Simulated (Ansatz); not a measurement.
## BeTe: response to strain

The reference is BeTe in the zinc blende structure (space group F-43m, No. 216; a = 5.604 Å). Axes: x, y, z lie along the cube axes.

Strains are applied to the cell and any free atomic positions relax.

Computed with PBEsol, PAW, 420 eV (Ansatz, a first-principles code; without spin-orbit coupling).

Notes on the quantities. pressure: mean of the normal stresses, compression positive; energy relative to the base: free energy F.

```tsv
case	band gap	pressure	energy relative to the base	smallest direct gap	electron mass
base	1.84 eV	0.01 GPa	0 meV/atom	3.61 eV	1.4 mₑ along k, 0.25 mₑ across (at X)
uniaxial strain ε_zz = −3.00 %	1.51 eV	1.95 GPa	+6.4 meV/atom	3.44 eV	1.3 mₑ along k, 0.25 mₑ across (at X)
uniaxial strain ε_zz = −1.50 %	1.67 eV	0.95 GPa	+1.6 meV/atom	3.52 eV	1.4 mₑ along k, 0.25 mₑ across (at X)
uniaxial strain ε_zz = −1.00 %	1.73 eV	0.63 GPa	+0.7 meV/atom	3.55 eV	1.4 mₑ along k, 0.25 mₑ across (at X)
uniaxial strain ε_zz = −0.50 %	1.78 eV	0.31 GPa	+0.2 meV/atom	3.58 eV	1.4 mₑ along k, 0.25 mₑ across (at X)
uniaxial strain ε_zz = +1.00 %	1.82 eV	-0.58 GPa	+0.7 meV/atom	3.59 eV	1.5 mₑ along k, 0.25 mₑ across (at X)
uniaxial strain ε_zz = +1.50 %	1.81 eV	-0.87 GPa	+1.5 meV/atom	3.58 eV	1.5 mₑ along k, 0.25 mₑ across (at X)
uniaxial strain ε_zz = +2.00 %	1.80 eV	-1.14 GPa	+2.7 meV/atom	3.57 eV	1.5 mₑ along k, 0.25 mₑ across (at X)
uniaxial strain ε_zz = +2.50 %	1.80 eV	-1.41 GPa	+4.2 meV/atom	3.55 eV	1.5 mₑ along k, 0.26 mₑ across (at X)
uniaxial strain ε_zz = +3.00 %	1.79 eV	-1.68 GPa	+6.0 meV/atom	3.53 eV	1.5 mₑ along k, 0.26 mₑ across (at X)
```

Spin-orbit coupling, missing from the scalar runs, can matter with Te. Effective masses come from finite differences of ±0.01 Å⁻¹. Along k means along the line from Γ to the band edge. Whether these cells are dynamically stable was not tested.
